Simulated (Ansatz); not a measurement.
Base system: Ru in the hcp (Mg type) structure (space group P6_3/mmc, No. 194; a = 2.7055 Å, c = 4.2651 Å; relaxed with 0.1 eV smearing).

All numbers come from r2SCAN/PAW in Ansatz (a first-principles code), no spin-orbit coupling, earlier PAW set.

For the base:

The pressure is 0.0 GPa.

One thing is altered: every lattice vector is shortened by 0.73 %, atoms relaxed at fixed cell.

Estimate the effect on the energy relative to the base.

The energy rises by 7.0 meV/atom.

Estimate the effect on the pressure.

The pressure (mean of the normal stresses, compression positive) goes from zero to 7.8 GPa.

The cells carry an imposed strain or load. Whether these cells are dynamically stable was not tested. The final runs are not spin-polarised.
